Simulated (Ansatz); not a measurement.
One base run on the (111) slab of AuZn (cut from a parent of space group no. 221; 10 atoms in the cell) and variants with one or two settings moved

```yaml
crystal:
  lattice:
    - [4.38795, 0.00000, 0.00000]
    - [2.19398, 3.80008, 0.00000]
    - [0.00000, 0.00000, 20.18400]
  atoms:
    - { symbol: Zn, position: [0.20835, 0.52082, 0.29727] }
    - { symbol: Zn, position: [0.87502, 0.18749, 0.38737] }
    - { symbol: Zn, position: [0.54168, 0.85416, 0.47747] }
    - { symbol: Zn, position: [0.20835, 0.52082, 0.56758] }
    - { symbol: Zn, position: [0.87502, 0.18749, 0.65768] }
    - { symbol: Au, position: [0.54168, 0.85416, 0.34232] }
    - { symbol: Au, position: [0.20835, 0.52082, 0.43242] }
    - { symbol: Au, position: [0.87502, 0.18749, 0.52253] }
    - { symbol: Au, position: [0.54168, 0.85416, 0.61263] }
    - { symbol: Au, position: [0.20835, 0.52082, 0.70273] }
```

Base run A: LDA (PW92), PAW files made with PBE in Ansatz (a quantum-chemistry and plane-wave program), self-consistent single point.

Its settings: basis.ecutwfc = 420 eV; kpoints.mp_grid.grid = 6 6 1; hamiltonian.xc = lda; hamiltonian.pseudopotentials = {kind: paw} (the program's default PAW files); scf.occupations.method = cold; scf.occupations.width = 0.136 eV; efield.axis = 3; efield.dipole_correction = true.

The starting cell has typed, rounded lattice constants, without a prior relaxation at this level. The slab is cut from that crystal, and its faces are unrelaxed. Its lattice was rescaled in the plane by a random factor within 2.5 % of one. In the base run, forces exceed 1 eV/Å.

ΔF is the free energy per atom less that of run A. A dash stands where there is no value to compare (another energy zero or no entropy term, no result, no spin, no clean gap, or a mesh too coarse for one). Absolute energies have different zeros for different potentials, functionals, Hubbard and dispersion terms and are not compared across them.

Run A gave: largest force (eV/Å) 1.503; k-points 7.

Runs:
- B: kpoints.mp_grid.grid: 6 6 1 → 7 7 1; scf.occupations.width: 0.136 eV → 0.3 eV
- C: hamiltonian.xc: lda → pbesol [PBEsol]
- D: kpoints.mp_grid.grid: 6 6 1 → 3 3 1
- E: scf.convergence.dr2_threshold: default (1e-07 eV) → 1e-12 eV
- F: vacuum of 18 angstrom (first run: 12 Å)
- G: scf.mixing.algorithm: default (the program chose MSR1) → anderson
- H: scf.mixing.algorithm: default (the program chose MSR1) → broyden; scf.mixing.beta: default → 0.2

Problem. What does run C change against A?

Solution. The largest force goes from 1.503 to 1.166 eV/Å.

```csv
run,ΔF (meV/atom),largest force (eV/Å),k-points
A,0.00,1.503,7
B,7.5,1.514,8
C,–,1.166,7
D,9.1,1.620,3
E,0.00,1.503,7
F,0.01,1.503,7
G,0.00,1.503,7
H,0.00,1.503,7
```

Keys are those of Ansatz 0.2.
